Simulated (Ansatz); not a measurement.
LaRh (Cmcm, No. 63; cell taken from a computed entry), treated with PBEsol (plane waves, PAW; Ansatz, a first-principles code).

Run with plane-wave cutoff 520 eV, 14×14×14 k mesh, Fermi–Dirac smearing 0.05 eV, no spin polarisation, scalar-relativistic PAW data made under PBE.

Computed at the level's own relaxed cell.

### Question
What does this level give for the bulk modulus B0?

### Answer

* **bulk modulus B0**: 83.6 GPa

The run finds no gap.

Note: the bulk modulus is −V dP/dV from two relaxed cells at ±2 % in volume; the relaxation could not lower the start's symmetry, so the cell can be a saddle point above a distorted one.

Spin–orbit coupling is not included.

The computed numbers hold no vibrational or temperature effects.
